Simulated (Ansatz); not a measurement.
Consider the following.

```
CELL_PARAMETERS angstrom
      3.08864     0.00000     0.00000
      0.00000     4.36799     0.00000
      1.54432    -2.18399     1.54432
ATOMIC_POSITIONS crystal
  Al 0.00000 0.00000 0.00000
  N  0.50000 0.75000 0.00000
```

Space group of this cell: F-43m, zinc blende. The cell is taken as given.

Transport runs along the normal of the first two printed cell vectors, the (110) plane of the conventional cell.

The gap is the functional's own, uncorrected, and κ follows it; spin-orbit coupling is left out. Mid-gap values are interpolated between the computed energies.

Problem. State the band gap and the smallest decay constant κ at mid-gap according to r2SCAN run with Ansatz (a first-principles code).

Solution. Gap 3.94 eV on a 20×20×20 mesh; κ = 0.285 1/Å, at the zone centre.
